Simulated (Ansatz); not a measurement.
## Effect of biaxial strain −0.83 %, plane normal [111], relaxed out of plane on NaF

Base system: NaF in the rock salt structure (space group Fm-3m, No. 225; a = 4.6291 Å). Axes: x, y, z lie along the cube axes.

Modification: biaxial strain −0.83 %, plane normal [111], relaxed out of plane (Cartesian); in-plane vectors clamped, the third vector and the atoms free.

All numbers come from PBEsol in Ansatz (plane waves to 420 eV, PAW, without spin-orbit coupling). k-mesh 12×12×12 (Γ-centred); smearing 0.05 eV (Fermi–Dirac).

```json
[
 {"quantity": "volume per atom", "base": "12.40 Å³", "changed": "12.27 Å³", "shift": "-0.13 Å³"},
 {"quantity": "space group", "base": "Fm-3m (No. 225)", "changed": "R-3m (No. 166)", "shift": "–"},
 {"quantity": "shortest interatomic distance", "base": "2.315 Å", "changed": "2.306 Å", "shift": "-0.0082 Å"},
 {"quantity": "energy relative to the base (free energy F)", "base": "0 meV/atom", "changed": "+0.5 meV/atom", "shift": "+0.5 meV/atom"},
 {"quantity": "pressure (mean of the normal stresses, compression positive)", "base": "0.0 kbar", "changed": "5.3 kbar", "shift": "+5.3 kbar"},
 {"quantity": "band gap", "base": "6.20 eV", "changed": "6.24 eV", "shift": "+0.04 eV"},
 {"quantity": "gap character", "base": "direct at Γ", "changed": "direct at Γ", "shift": "–"},
 {"quantity": "electron mass", "base": "0.56 mₑ (at Γ)", "changed": "0.56 mₑ (at Γ)", "shift": "–"},
 {"quantity": "valence-band top at Γ (three highest levels, from the VBM)", "base": "0.00, 0.00, 0.00 eV", "changed": "0.00, 0.00, -0.04 eV", "shift": "–"},
 {"quantity": "out-of-plane strain", "base": "–", "changed": "+0.59 %", "shift": "–"},
 {"quantity": "ratio −ε⊥/ε∥", "base": "–", "changed": "0.71", "shift": "–"},
 {"quantity": "mean in-plane stress (compression positive)", "base": "–", "changed": "+0.8 GPa", "shift": "–"}
]
```

Final structure (turned so that z lies along the plane normal):

```yaml
crystal:
  lattice:
    - [3.24608, 0.00000, 0.00000]
    - [1.62304, 2.81119, 0.00000]
    - [1.62304, -0.93706, 2.68832]
  atoms:
    - { symbol: Na, position: [0.00000, 0.00000, 0.00000] }
    - { symbol: F, position: [0.00000, 0.50000, 0.50000] }
```

Cost of the whole job for the changed cell (relaxation, final SCF and bands): very roughly 23 core-seconds.

Effective masses come from finite differences of ±0.01 Å⁻¹. No phonon test of stability was made. k-point labels follow each cell's own Brillouin zone.

Ansatz is a quantum-chemistry and plane-wave program.
